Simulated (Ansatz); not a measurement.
Data:

```
CELL_PARAMETERS angstrom
      0.00000     1.79794     1.79794
      1.79794     0.00000     1.79794
      1.79794     1.79794     0.00000
ATOMIC_POSITIONS crystal
  C  0.00000 0.00000 0.00000
  C  0.25000 0.25000 0.25000
```

No spin polarisation.

Calculations: Kohn–Sham DFT with the r2SCAN functional, run in Ansatz (a first-principles code) with PAW and 500 eV plane waves, spin-orbit coupling left out. k-mesh 16×16×16 (Γ-centred); smearing 0.05 eV (Fermi–Dirac).

Q: Predict the band gap and electron mass.

A: The band gap comes out as 4.29 eV and the electron mass comes out as 1.4 mₑ along k, 0.28 mₑ across (off the special points).

The cells carry an imposed strain or load. Effective masses come from finite differences of ±0.01 Å⁻¹. Along k means along the line from Γ to the band edge. Stability against distortions was not tested. The cell was made from C in the diamond structure (space group Fd-3m, No. 227) by this change: isotropic strain +1.00 %.
